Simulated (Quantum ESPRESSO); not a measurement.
**Refining one setting for SnSe (Pnma, 8 atoms in the cell)**

```yaml
crystal:
  lattice:
    - [11.39851, 0.00000, 0.00000]
    - [0.00000, 4.03217, 0.00000]
    - [0.00000, 0.00000, 4.59373]
  atoms:
    - { symbol: Sn, position: [0.61879, 0.75000, 0.37655] }
    - { symbol: Sn, position: [0.38121, 0.25000, 0.62345] }
    - { symbol: Sn, position: [0.88121, 0.25000, 0.87655] }
    - { symbol: Sn, position: [0.11879, 0.75000, 0.12345] }
    - { symbol: Se, position: [0.14855, 0.25000, 0.50918] }
    - { symbol: Se, position: [0.85145, 0.75000, 0.49082] }
    - { symbol: Se, position: [0.35145, 0.75000, 0.00918] }
    - { symbol: Se, position: [0.64855, 0.25000, 0.99082] }
```

Computed with PBE, GBRV 1.5 ultrasoft (PBE) pseudopotentials (plane waves; Quantum ESPRESSO 7.5).

The starting cell comes from a database of computed structures (which also holds hypothetical and non-ambient phases and stackings), without a prior relaxation at this level. Its lattice was rescaled by a random factor within 2.5 % of one. In the base run, with a pressure of about 5 GPa the cell is away from its equilibrium volume at this level.

Held fixed: ecutwfc = 40 Ry; ecutrho = 200 Ry; occupations = smearing; smearing = fd; degauss = 0.000734986 Ry; potentials = {Sn: sn_pbe_v1.4.uspp.F.UPF, Se: se_pbe_v1.uspp.F.UPF}; K_POINTS = automatic 2 4 3 0 0 0; mixing_beta = 0.3.

ΔF is the free energy per atom less that of the last row (1e-11 Ry).

The series runs over conv_thr = 0.0073 Ry; 0.00073 Ry; 7.3e-05 Ry; 7.3e-06 Ry; 1e-11 Ry.

Problem. From which setting on does the largest force stay within 0.02 eV/Å of the last one?

Solution. Only the last setting itself: the one before it still differs by 0.053 eV/Å, so the series does not show convergence to this tolerance.

Problem. From which setting on does the gap on the mesh stay within 0.01 eV of the last one?

Solution. From conv_thr = 0.00073 Ry on; the one before it is off by 0.046 eV. The value it settles on is 0.905 eV at this level of theory and with the other settings as held.

| conv_thr | ΔF (meV/atom) | pressure (GPa) | largest force (eV/Å) | gap on the mesh (eV) | iterations |
|---|---|---|---|---|---|
| 0.0073 Ry | 4.8 | -18.86 | 1.920 | 0.951 | 5 |
| 0.00073 Ry | 0.41 | -5.06 | 0.626 | 0.901 | 7 |
| 7.3e-05 Ry | 0.09 | 9.32 | 0.616 | 0.899 | 8 |
| 7.3e-06 Ry | 0.00 | 4.40 | 0.759 | 0.905 | 11 |
| 1e-11 Ry | 0.00 | 5.00 | 0.706 | 0.905 | 19 |

The gap is read on the k-point mesh of the run and can differ from the gap over the whole zone at this level.
